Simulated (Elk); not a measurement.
Troubleshooting Elk: a failed run on CoBi (Pm-3m, 2 atoms in the cell). The aim is a self-consistent single point with DFT, PBE, all-electron FP-LAPW, Elk's shipped species files, APW+lo basis with extra local orbitals.

Cell that was meant: a = 3.4206 Å, b = 3.4206 Å, c = 3.4206 Å, α = 90.00°, β = 90.00°, γ = 90.00°.

Part of the input:

```
  1

swidth
  0.0

avec
    6.4640519840    0.0000000000    0.0000000000
```

The program printed (abridged):

```
│ Elk code version 10.2.4 started │

Error(readinput): swidth too small or negative :    0.000000000
```

**Question.** From the messages shown, name the fault and mend the input.

**Answer.** The fault is a smearing width of zero. The occupation function divides by the width. To fix it, use a small positive width. The program stopped before any SCF iteration.

An input that runs soundly differs in these lines (not the only fix; some lines may just follow from the change or write a value another way):
```diff
-  0.0
+  0.00367493
```

With that input, the run converged in 39 iterations: total energy -625186.8796 eV; Fermi level (on the code's own zero) 8.12 eV; size of the cell's spin moment 1.14 μB; site moments (μB, in the program's spheres or projections) Co -1.22, Bi 0.04 (DFT, PBE, all-electron FP-LAPW, Elk's shipped species files, APW+lo basis with extra local orbitals).

On the sound input: the starting cell was generated: these elements placed on a structure prototype, without a prior relaxation; it need not be a known phase or ordering of this composition. With one magnetic atom in the cell only a parallel order is possible. Values depend on the basis (sphere radii, cutoffs, local orbitals), which need not be converged.
